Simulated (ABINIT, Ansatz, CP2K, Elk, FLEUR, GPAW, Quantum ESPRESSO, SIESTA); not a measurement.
# CaZrN₂ (R-3m, 4 atoms in the cell) computed with different codes at matched settings

Self-consistent single point, at a second geometry (lattice scaled by 0.98). First geometry:

```
CELL_PARAMETERS angstrom
      1.66753     0.96275     5.64201
     -1.66753     0.96275     5.64201
      0.00000    -1.92550     5.64201
ATOMIC_POSITIONS crystal
  Ca 0.00000 0.00000 0.00000
  Zr 0.50000 0.50000 0.50000
  N  0.23812 0.23812 0.23812
  N  0.76188 0.76188 0.76188
```

Shared settings, as Ansatz (a program for electronic structure) writes them: kpoints.mp_grid.grid = 8 8 8; scf.occupations.method = fermi_dirac; scf.occupations.width = 0.0037 Ry. Potentials and cutoffs stand in the table.

| code | model | ΔF from the first geometry (meV/atom) | pressure (GPa) | largest force (eV/Å) | gap on the mesh (eV) | cutoff |
|---|---|---|---|---|---|---|
| CP2K | PBEsol, GPW, DZVP-MOLOPT-SR-GTH basis, GTH-PBE potentials (GTH_POTENTIALS) | -6.7 | 4.42 | 0.200 | – | grid 500 Ry |
| FLEUR | PBEsol, all-electron FLAPW (FLEUR), scalar-relativistic valence | -11.1 | – | 0.174 | 0.351 | Kmax 4.2 1/bohr |
| GPAW | PBEsol, GPAW PAW datasets PBEsol (made by gpaw-setup) | -12.6 | – | 0.116 | 0.375 | 950 eV |
| ABINIT | PBEsol, norm-conserving pseudopotentials (PseudoDojo nc-sr-04 PBEsol standard) | -11.6 | 3.31 | 0.242 | 0.354 | 42 Ha |
| Quantum ESPRESSO | PBEsol, GBRV 1.5 ultrasoft (PBESOL) pseudopotentials | -11.6 | 3.27 | 0.218 | 0.353 | 40 Ry |
| SIESTA | GGA PBEsol, numerical atomic orbitals DZP, PseudoDojo PBEsol standard norm-conserving potentials (rewritten from UPF to PSML) | 19.6 | 10.28 | 0.374 | 0.921 | grid 300 Ry |
| Ansatz | PBEsol, PAW files made with PBE | -11.6 | 3.10 | 0.230 | 0.348 | default |
| Elk | PBEsol, all-electron FP-LAPW, Elk's shipped species files, APW+lo basis with extra local orbitals | -10.3 | – | – | – | rgkmax 8 |

A dash marks a value that a program does not give, or that is left out as unsure.

No gap is tabulated for CP2K and Elk: it is not read from that output, or partly filled or unconverged empty levels leave it unsure.

Gaps are read on the mesh.

The spread over the programs that give each value: ΔF from the first geometry within 32.2 meV/atom; pressure within 7.18 GPa; largest force within 0.258 eV/Å; gap on the mesh within 0.573 eV.

CP2K and SIESTA use small atom-centred bases, whose incompleteness enters pressures, forces and empty levels differently from a plane-wave cutoff. FLEUR and Elk treat all electrons, but the usual bases taken here (sphere radii, linearisation, local orbitals, empty states) were not tested for convergence, so the values are no reference for the others. Ansatz's pressure is given at a fixed set of plane waves, as the other plane-wave codes print theirs; with its correction for the finite basis it is 3.32 GPa (the shift of 0.21 GPa shows how far the cutoff is from converged). The pressure of GPAW is left out: its cutoff lies under the one at which its stress was checked. In the pressure, CP2K (by 1.15) and SIESTA (by 7.01) lie more than 1 GPa from the median of the plane-wave programs. In the gap, SIESTA (by 0.568) lies more than 0.12 eV from the median of the plane-wave programs. In the force vectors, GPAW (by 0.107) and SIESTA (by 0.150) lie more than 0.08 eV/Å from the median of the plane-wave programs.

The starting cell comes from a database of computed structures (which also holds hypothetical and non-ambient phases and stackings), without a prior relaxation at this level. Its lattice was rescaled by a random factor within 2.5 % of one. For this run, on top of that: lattice scaled by 0.98.

Keys are those of Ansatz 0.2.
